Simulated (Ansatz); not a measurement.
We look at the formation energy of AlV2C (P6₃/mmc) from the elements. Reaction: C (graphite) + Al (fcc) + 2 V (bcc) → AlV2C (P6₃/mmc). A negative value means that the right-hand side lies lower. The value is per atom of the solid.

AlV2C (P6₃/mmc), 8 atoms in the cell; this is a cell from a database of computed structures that this text hasn't matched to a measured one; spin state with PBE: no moments, k-point mesh 18×18×4 on the run's own vectors.
```
CELL_PARAMETERS angstrom
      2.86969     0.00000     0.00000
     -1.43485     2.48523     0.00000
      0.00000     0.00000    12.98998
ATOMIC_POSITIONS crystal
  Al 0.33333 0.66667 0.25000
  Al 0.66667 0.33333 0.75000
  V  0.33333 0.66667 0.58633
  V  0.66667 0.33333 0.41367
  V  0.66667 0.33333 0.08633
  V  0.33333 0.66667 0.91367
  C  0.00000 0.00000 0.00000
  C  0.00000 0.00000 0.50000
```

C (graphite, P6₃/mmc), 4 atoms in the cell, k-point mesh 18×18×6 on the run's own vectors. Conventional cell: a = 2.4650 Å, b = 2.4650 Å, c = 6.7419 Å, α = 90.00°, β = 90.00°, γ = 120.00°.

Al (fcc, Fm-3m), 1 atom in the cell, k-point mesh 26×26×26 on the run's own vectors. Conventional cell: a = b = c = 3.983 Å, α = β = γ = 90.00°.

V (bcc, Im-3m), 1 atom in the cell; spin state with PBE: no moments, k-point mesh 28×28×28 on the run's own vectors. Conventional cell: a = b = c = 2.952 Å, α = β = γ = 90.00°.

All numbers come from Ansatz (an electronic-structure program), plane waves with PAW, its default PAW set, cutoff 420 eV, 500 eV for r2SCAN. The structures are at rest with PBE+D3(BJ); other levels are single points on them. Neutral cells; Fermi-Dirac smearing of at most 0.10 eV in the solids, energies taken to zero width. The lattices are those relaxed with PBE+D3(BJ), so at other levels the solids can be strained, which adds to the spread. A dispersion term (D3(BJ), or D4 for r2SCAN) was computed beside these levels and is taken off wherever the name lacks it. No zero-point or thermal terms. The structures are the rest points that the relaxations reached, not proven lowest.

**Question.** What value does r2SCAN give?

**Answer.** -0.59 eV/atom, for C (graphite) + Al (fcc) + 2 V (bcc) → AlV2C (P6₃/mmc).

**Question.** What do the other levels give, and how wide is the spread?

**Answer.** 
| Method | value (eV/atom) | less r2SCAN |
|---|---|---|
| PBE | -0.53 | 0.06 |
| r2SCAN+D4 | -0.61 | -0.02 |

The levels shown span 0.08 eV/atom, from r2SCAN+D4 (-0.61) to PBE (-0.53).
